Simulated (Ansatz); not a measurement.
WO2 (model structure, started from the polar ZrO2 type, Cmc2₁, No. 36, 12 atoms in the cell) was calculated with PBEsol (PAW; Ansatz, a first-principles code).

Numerical settings: plane-wave cutoff 520 eV, 12×12×12 k mesh, Fermi–Dirac smearing 0.05 eV, no spin polarisation, scalar-relativistic PAW data made under PBE.

Cell (relaxed at this level):

```yaml
crystal:
  lattice:
    - [5.44143, 0.00000, 0.00000]
    - [0.00000, 5.17209, 0.00000]
    - [0.00000, 0.00000, 4.64826]
  atoms:
    - { symbol: W, position: [0.12907, 0.25000, 0.22526] }
    - { symbol: W, position: [0.87093, 0.75000, 0.72526] }
    - { symbol: W, position: [0.62907, 0.75000, 0.22526] }
    - { symbol: W, position: [0.37093, 0.25000, 0.72526] }
    - { symbol: O, position: [0.38305, 0.00913, 0.06538] }
    - { symbol: O, position: [0.61695, 0.99087, 0.56538] }
    - { symbol: O, position: [0.88305, 0.99087, 0.06538] }
    - { symbol: O, position: [0.11695, 0.00913, 0.56538] }
    - { symbol: O, position: [0.38303, 0.49087, 0.06536] }
    - { symbol: O, position: [0.61697, 0.50913, 0.56536] }
    - { symbol: O, position: [0.88303, 0.50913, 0.06536] }
    - { symbol: O, position: [0.11697, 0.49087, 0.56536] }
```

What does this level give for the band gap and direct gap at Γ?


* **band gap**: 0.13 eV (under three smearing widths, so not firm)
* **direct gap at Γ**: 2.08 eV

Note: the relaxation could raise the start's symmetry but not lower it, so the cell can be a saddle point.

Spin–orbit coupling is not included; it can close the smallest gap of 0.13 eV.

Static lattice: no zero-point or thermal effects.

A model structure was made by putting elements into a prototype or built by hand; it is no filed structure, need not be a known phase, and can be a saddle point held by its symmetry.
